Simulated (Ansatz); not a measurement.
Na interstitial in chalcopyrite CuGaSe2

Method: PBE, PAW (plane waves to 420 eV; Ansatz, a quantum-chemistry and plane-wave program). Cell and caveats: 64-site cell; 2×2×2 shifted k-points; start: void with 2Cu2Ga nearest; no Hubbard U; the functional closes the host's gap; not converged in cell size; relaxed from one start, so a lower configuration may exist.

Neighbours after relaxation, in Å: of the Na atom: Cu 2.63, Cu 2.63.

The name describes the start; the neighbours show where the atoms ended.

| charge | moment (μB) | largest move off a lattice site (Å) |
|---|---|---|
| 0† | quenched | 0.30 |

† Not settled in this cell, so no level is given: charge 0: a level filled in part.

Starting moments that weren't kept: charge 0 began with 1 μB and ended with 0.0.
